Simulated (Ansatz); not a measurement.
Structures of equal composition on the (111) surface of fcc Ni, ferromagnetic: a layer of Cu in place of the second plane; a layer of Cu in place of the third plane. The slabs share one bottom face, and each structure is named by its start. These are constructed structures in small cells; real faces may alloy, dewet or reconstruct in larger ones, and not all known structures of the face are among them. Slabs of about 10 Å with all that they carry, Fermi-Dirac smearing of 0.1 eV. Bottom of the slabs: a bare face, its two planes held. Relaxed from the named starts with such symmetry as they have, on meshes of like density; energies extrapolated to zero smearing; no spin-orbit coupling, no U. Spin-polarised runs, if any, are marked in brackets, and their order is one that fits the cell; the others ran without spin. Where a second, spin-polarised start was run, the lower counts.

Method: PBE (plane waves to 420 eV, PAW; Ansatz, a first-principles code).

Rank these by energy per 1x1 cell (lowest first), as PBE gives it.

a layer of Cu in place of the second plane (0.000 eV [spin, 2.9 μB a cell]), a layer of Cu in place of the third plane (0.021 eV [spin, 3.0 μB a cell])
